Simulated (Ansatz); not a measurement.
# Response to strain in Mo

Base system: Mo in the bcc (W type) structure (space group Im-3m, No. 229; a = 3.1510 Å; relaxed with 0.1 eV smearing). Axes: x, y, z lie along the cube axes.

Strains are applied to the cell and any free atomic positions relax; under biaxial strain the out-of-plane vector relaxes too.

Calculations: Kohn–Sham DFT with the r2SCAN functional, run in Ansatz (an electronic-structure program) with PAW and 500 eV plane waves, no SOC.

Notes on the quantities. energy relative to the base: free energy F.

| biaxial strain, plane normal [111], relaxed out of plane (%) | energy relative to the base (meV/atom) |
|---|---|
| -2.5 | 26.2 |
| -2.08 | ? |
| -1.67 | 11.6 |
| -1.25 | 6.5 |
| -0.83 | 2.8 |
| -0.42 | 0.7 |
| 0 | 0.0 |

Question: Fit ΔE = Aε² + Bε³ (ε in %) to the rows shown and predict the withheld row.

Answer: Least squares on the printed values gives A = 4.09 and B = -0.040 meV/atom (largest residual 0.0 meV/atom); this predicts 18.1 meV/atom, and the run gives 18.1 meV/atom, in agreement.

No phonon test of stability was made. The final runs are not spin-polarised.
